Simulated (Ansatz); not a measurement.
ZrAl3 (I4/mmm, No. 139): bulk modulus B0 by level of theory

No measured value is used here.

```csv
level (code),value (GPa),cell (Å³/atom)
LDA (Ansatz),113,16.65
BLYP (Ansatz),88.8,18.11
PBEsol (Ansatz),108,17.05
PBEsol-D3(BJ) (Ansatz),117,16.45
rVV10 (Ansatz),?,17.46
```

Question: Complete the blanks.

Answer: 
- rVV10 (Ansatz, an electronic-structure program), value (GPa): 104

Each level is taken at its own relaxed cell. Ansatz's density-functional and Hartree–Fock values are scalar-relativistic unless marked +SOC, with PAW data made under PBE.
